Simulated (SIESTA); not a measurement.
**Worked example: self-consistent single point of a (001) slab of Au (cut from a parent of space group no. 225; 4 atoms in the cell) in SIESTA**

Method: GGA PBEsol, numerical atomic orbitals DZP, PseudoDojo PBEsol standard norm-conserving potentials (rewritten from UPF to PSML) (SIESTA 5.4.2).

The input file:

```
# files in the folder: Au.psml (PseudoDojo PBEsol standard)
SystemName  Au
SystemLabel Au

NumberOfAtoms                4
NumberOfSpecies              1
%block ChemicalSpeciesLabel
  1 79 Au
%endblock ChemicalSpeciesLabel
LatticeConstant              1.0 Bohr
%block LatticeVectors
     5.435496731    0.000000000    0.000000000
    -5.435496731    5.435496731    0.000000000
     0.000000000    0.000000000   37.986516777
%endblock LatticeVectors
AtomicCoordinatesFormat      Fractional
%block AtomicCoordinatesAndAtomicSpecies
     0.000000000    0.000000000    0.449407000  1
     0.000000000    0.500000000    0.348231000  1
     0.000000000    0.000000000    0.651769000  1
     0.000000000    0.500000000    0.550588000  1
%endblock AtomicCoordinatesAndAtomicSpecies

XC.functional                GGA
XC.authors                   PBEsol
PAO.BasisSize                DZP
PAO.EnergyShift              0.01 Ry
MeshCutoff                   350 Ry
%block kgrid.MonkhorstPack
    7   0   0  0.0
    0   7   0  0.0
    0   0   1  0.0
%endblock kgrid.MonkhorstPack
OccupationFunction           FD
ElectronicTemperature        1160.45 K

MaxSCFIterations             150
SCF.Mixer.Method             Pulay
SCF.Mixer.Weight             0.25
SCF.Mixer.History            6
SCF.DM.Tolerance             1.0E-04
Diag.ParallelOverK           true
WriteForces                  true
Charge.Mulliken              end
```

Log, with long lists cut:

```
reinit: Reading from file input.fdf

reinit: System Name: Au
reinit: System Label: Au

coor:   Atomic-coordinates input format  =     Fractional

siesta: Atomic coordinates (Bohr) and species
siesta:      0.00000   0.00000  17.07141  1        1
siesta:     -2.71775   2.71775  13.22808  1        2
siesta:      0.00000   0.00000  24.75843  1        3
siesta:     -2.71775   2.71775  20.91492  1        4

siesta: System type = slab

initatomlists: Number of atoms, orbitals, and projectors:      4    76   100

siesta: ******************** Simulation parameters ****************************
redata: Spin configuration                          = none
redata: Time-Reversal Symmetry                      = T
redata: Number of Atomic Species                    =        1
redata: Mesh Cutoff                                 =   350.0000 Ry
redata: Net charge of the system                    =     0.0000 |e|
redata: Min. number of SCF Iter                     =        0
redata: Max. number of SCF Iter                     =      150
redata: SCF convergence failure will abort job
redata: SCF mix quantity                            = Hamiltonian
redata: Mix DM or H after convergence               =   F
redata: Recompute H after scf cycle                 =   F
redata: Mix DM in first SCF step                    =   T
redata: No kicks to SCF
redata: DM Mixing Weight for Kicks                  =     0.5000
redata: Require Harris convergence for SCF          =   F
redata: Harris energy tolerance for SCF             =     0.000100 eV
redata: Require DM convergence for SCF              =   T
redata: DM tolerance for SCF                        =     0.000100
redata: Require EDM convergence for SCF             =   F
redata: EDM tolerance for SCF                       =     0.001000 eV
redata: Require H convergence for SCF               =   T
redata: Hamiltonian tolerance for SCF               =     0.001000 eV
   [... lines left out ...]
diag: Parallel distribution                         =     1 x     1
diag: Used triangular part                          = Lower
diag: Absolute tolerance                            =  0.100E-15
diag: Orthogonalization factor                      =  0.100E-05
diag: Memory factor                                 =  1.0000

superc: Internal auxiliary supercell:     9 x     5 x     1  =      45
superc: Number of atoms, orbitals, and projectors:    180   3420   4500

                        Single-point calculation

superc: Internal auxiliary supercell:     9 x     5 x     1  =      45
superc: Number of atoms, orbitals, and projectors:    180   3420   4500

outcell: Unit cell vectors (Ang):
        2.876341    0.000000    0.000000
       -2.876341    2.876341    0.000000
        0.000000    0.000000   20.101599

outcell: Cell vector modules (Ang)   :    2.876341    4.067760   20.101599
outcell: Cell angles (23,13,12) (deg):     90.0000     90.0000    135.0000
outcell: Cell volume (Ang**3)        :    166.3073
new_DM -- step:     1
Initializing Density Matrix...

Attempting to read DM from file... Failed...
DM filled with atomic data:

InitMesh: MESH = 32 x 48 x 256 = 393216
InitMesh: Mesh cutoff (required, used) =   350.000   427.594 Ry

stepf: Fermi-Dirac step function
        iscf     Eharris(eV)        E_KS(eV)     FreeEng(eV)     dDmax    Ef(eV) dHmax(eV)
   scf:    1   -15970.943728   -16015.077308   -16015.218513  2.027676  0.015299 31.422245
   scf:    2   -15987.486542   -16022.426616   -16022.486417  1.130113 -3.397466 21.637575
   scf:    3   -16035.112617   -16038.089293   -16038.134922  0.959151 -2.680114  7.884951
   scf:    4   -16040.101046   -16039.381158   -16039.428440  0.178894 -3.163100  1.687254
   scf:    5   -16039.485519   -16039.461355   -16039.510634  0.061355 -3.289494  0.529747
   scf:    6   -16039.466574   -16039.466321   -16039.515761  0.011219 -3.295856  0.045064
   [... 2 lines left out ...]
   scf:    9   -16039.466062   -16039.466019   -16039.516139  0.000411 -3.340270  0.040943
   scf:   10   -16039.466068   -16039.466052   -16039.516164  0.000451 -3.345039  0.004577
   scf:   11   -16039.466059   -16039.466056   -16039.516164  0.000066 -3.346455  0.002223
   scf:   12   -16039.466063   -16039.466059   -16039.516164  0.000064 -3.347007  0.001069
   scf:   13   -16039.466063   -16039.466061   -16039.516164  0.000028 -3.347060  0.000357
SCF Convergence by DM+H criterion
max |DM_out - DM_in|         :     0.0000281416
max |H_out - H_in|      (eV) :     0.0003574309
SCF cycle converged after 13 iterations

Using DM_out to compute the final energy and forces

siesta: E_KS(eV) =           -16039.4661

siesta: E_KS - E_eggbox =    -16039.4661

siesta: Atomic forces (eV/Ang):
     1    0.000000    0.000000   -0.197950
     2    0.000000    0.000000    0.310129
     3   -0.000000    0.000000   -0.310724
     4    0.000000    0.000000    0.198617
   Tot    0.000000    0.000000    0.000072
   Max    0.310724
   Res    0.150378    sqrt( Sum f_i^2 / 3N )
   Max    0.310724    constrained

Stress tensor Voigt[x,y,z,yz,xz,xy] (kbar):       34.56       34.45       14.41        0.00       -0.00       -0.01
(Free)E + p*V (eV/cell)   -16042.4023
Target enthalpy (eV/cell)   -16039.5162

siesta: Program's energy decomposition (eV):
siesta: Ebs     =     -2615.370544
siesta: Eions   =     20320.825978
siesta: Ena     =      1964.665860
siesta: Ekin    =      4623.684679
siesta: Enl     =       257.511243
siesta: Eso     =         0.000000
siesta: Edftu   =         0.000000
siesta: DEna    =       161.452029
siesta: DUscf   =         5.926319
siesta: DUext   =         0.000000
siesta: Ex      =     -2557.568848
siesta: Ec      =      -174.311364
siesta: Exc     =     -2731.880212
siesta: Eharris =    -16039.466063
siesta: Etot    =    -16039.466061
siesta: FreeEng =    -16039.516164

siesta: Atomic forces (eV/Ang):
siesta:      1    0.000000    0.000000   -0.197950
siesta:      2    0.000000    0.000000    0.310129
siesta:      3   -0.000000    0.000000   -0.310724
siesta:      4    0.000000    0.000000    0.198617
siesta: ----------------------------------------
siesta:    Tot    0.000000    0.000000    0.000072

siesta: Stress tensor (static) (eV/Ang**3):
siesta:     0.021571   -0.000009   -0.000000
siesta:    -0.000009    0.021500    0.000000
siesta:    -0.000000    0.000000    0.008991

siesta: Cell volume =        166.307314 Ang**3

siesta: Pressure (static):
siesta:                Solid            Molecule  Units
   [... lines left out ...]
siesta:         -27.80429841        -23.01689298  kBar
   [... lines left out ...]

mulliken: Atomic and Orbital Populations:

Species: Au
Atom  Qatom  Qorb
               5s      6s      6s      5py     5pz     5px     6py     6pz
               6px     5dxy    5dyz    5dz2    5dxz    5dx2-y2 5dxy    5dyz
               5dz2    5dxz    5dx2-y2
   1 19.029   2.012   1.557  -0.491   2.002   2.002   2.002   0.232   0.247
              0.232   1.727   1.669   1.715   1.669   1.664   0.159   0.158

              0.156   0.158   0.159
   2 18.971   2.007   1.462  -0.425   2.003   2.000   2.003   0.214   0.128
              0.214   1.815   1.748   1.756   1.748   1.652   0.099   0.125

              0.144   0.125   0.154
   3 18.971   2.007   1.462  -0.425   2.003   2.000   2.003   0.214   0.128
              0.214   1.815   1.748   1.756   1.748   1.652   0.099   0.125

              0.144   0.125   0.154
   4 19.029   2.012   1.556  -0.491   2.002   2.002   2.002   0.232   0.247
              0.232   1.727   1.669   1.715   1.669   1.664   0.159   0.158

              0.156   0.158   0.159

mulliken: Qtot =       76.000

Mulliken Atomic Populations:
Atom #   charge [q] valence [e]  Species
     1    -0.029385   19.029385  Au
     2     0.029380   18.970620  Au
     3     0.029366   18.970634  Au
     4    -0.029361   19.029361  Au
 Total    -0.000000

siesta: Electric dipole (a.u.)  =   -0.000000    0.000000   -0.000004
siesta: Electric dipole (Debye) =   -0.000000    0.000000   -0.000009
```

The run converged in 13 iterations.

The starting cell has typed, rounded lattice constants, without a prior relaxation at this level. The slab is cut from that crystal, and its faces are unrelaxed. Its lattice was rescaled by up to half a per cent. Values carry the incompleteness of an atom-centred basis.

Cost on one core of a shared machine: roughly 40 s.
